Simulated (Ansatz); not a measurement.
## The (21-32) surface of hcp Re in its 1x1 cell, outermost plane spacing 0.56 Å in the ideal cut

Calculation: r2SCAN, at the PBE geometry (plane waves to 500 eV, PAW; Ansatz, a program for electronic structure).

Slab: 26 atoms, 10.7 Å thick at the start; k 8x6x1, smearing 0.1 eV, dipole-corrected; single point; on the structure that PBE left under its start's symmetry; no spin, no spin-orbit, no U.

* **surface energy (mean of both faces)**: 3.71 J/m²
* **work function of the top face**: 4.70 eV
* **cost**: very roughly 21 core-minutes
